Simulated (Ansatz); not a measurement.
A working Ansatz (an electronic-structure program) input for YbBi2IO4 (P4/mmm, 8 atoms in the cell) (DFT, PBEsol, plane waves, default PAW files made with PBE):

Ansatz 0.2 input:
```yaml
crystal:
  lattice:
    - [3.933900, 0.000000, 0.000000]
    - [0.000000, 3.933900, 0.000000]
    - [0.000000, 0.000000, 9.693130]
  atoms:
    - { symbol: I, position: [0.000000, 0.000000, 0.500000] }
    - { symbol: Yb, position: [0.000000, 0.000000, 0.000000], spin: 1.0 }
    - { symbol: Bi, position: [0.500000, 0.500000, 0.742900] }
    - { symbol: Bi, position: [0.500000, 0.500000, 0.257100] }
    - { symbol: O, position: [0.500000, 0.000000, 0.862000] }
    - { symbol: O, position: [0.000000, 0.500000, 0.862000] }
    - { symbol: O, position: [0.500000, 0.000000, 0.138000] }
    - { symbol: O, position: [0.000000, 0.500000, 0.138000] }
kpoints:
  mp_grid: { grid: [3, 3, 2] }
hamiltonian:
  xc: pbesol
  pseudopotentials: { kind: paw }
magnetization:
  spin_polarized: true
scf:
  occupations: { method: cold, width: 0.272 eV }
output:
  forces: true
  eigenvalues: true
  stress: true
```

The run converged in 26 iterations: free energy E − TS (on the zero of these files) -47839.9228 eV; Fermi level (on the code's own zero) 9.57 eV; pressure -4.96 GPa; largest force (vector length) 0.871 eV/Å; size of the cell's spin moment 1.13 μB. Each of these slips is then made, one at a time:

(1)
```diff
+  max_iter: 40
+  convergence: { dr2_threshold: 1.0e-22 eV }
```

(2)
```diff
-  mp_grid: { grid: [3, 3, 2] }
+  mp_grid: { grid: [1, 1, 1] }
```

Task: Predict the outcome of each change.

Result: 
(1) A threshold far tighter than needed, beside a limit on iterations. The run ended unconverged after 40 iterations.
```
did not converge after 40 iterations: dr2 = 1.70e-10 (threshold 1.00e-22), under the density mixer `msr1`, which `scf.mixing.algorithm: auto` chose by the deck's other keys (type `scf.mixing.algorithm: msr1` to keep it); raise `scf.max_iter`, which need not help a stalled SCF, or adjust the mixing (`scf.mixing`) or, under a smearing, its width (`sc [...]
```

(2) A single k-point for a small metallic cell. The run converged in 28 iterations without an error; against the sound input the free energy goes up by 1.04 eV/atom, the pressure goes from -4.96 to 6.31 GPa, the largest force goes from 0.871 to 4.317 eV/Å and the size of the net moment moves little (0.14 to 0.17 μB/atom).

The starting cell comes from a database of published, mostly measured structures (it also holds non-ambient and calculated ones), without a prior relaxation at this level. Its lattice was rescaled by a random factor within 2.5 % of one. With one magnetic atom in the cell only a parallel order is possible. With U or open f shells several self-consistent states can exist. The f electrons are in the valence without U or exact exchange, which can misplace them near the Fermi level. Spin-orbit terms, which matter for f shells, are left out. In the base run, with a pressure of about -5 GPa the cell is away from its equilibrium volume at this level. Ansatz's pressure includes its estimate of the finite-basis (Pulay) stress. Without a gap this mesh is coarse (it stands for a supercell whose shortest vector is 12 Å).

Left out of this page: 4 runs of the series outside the window shown, repeating another row's setting, or not comparable.
